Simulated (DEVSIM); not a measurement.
System: Au/SiO2/n-Ge capacitor, at 300 K.

Layer 1 from the left is SiO2, thickness (nm) 2.00. Layer 2 from the left is Ge, thickness (nm) 410, Nd (cm⁻³) 2.1e18.

Metal gate on the left, work function 5.1 eV. Fixed charge at the semiconductor interface -7.3e10 cm⁻² (in units of +e); no interface traps.

The device is made up for the run: typed textbook-type constants, with dimensions and the other settings drawn at random. Values at 300 K.

SiO2: gap (eV) 9, affinity (eV) 0.9, permittivity 3.9. Ge: gap (eV) 0.664, affinity (eV) 4, permittivity 16, Nc (cm⁻³) 1.04e19, Nv (cm⁻³) 6e18.

Estimate by hand the flat-band voltage, the threshold voltage, and compare with a numerical solution.


- Flat-band voltage: C = 1.73 μF/cm², work-function difference 1.059 V; VFB = φms − qNf/C = 1.07 V; numerical 1.07 V.
- Threshold voltage: φF = 0.298 V, depletion charge √(4εqNφF) = 7.53e-7 C/cm²; VT = VFB − 2φF − Qd/C = 0.03 V; numerical 0.03 V.

DEVSIM, 1D Poisson equation in equilibrium, Boltzmann statistics, complete ionisation; no quantum confinement or tunnelling. Metal contacts follow the ideal Schottky-Mott rule: no Fermi-level pinning, no interface dipoles.
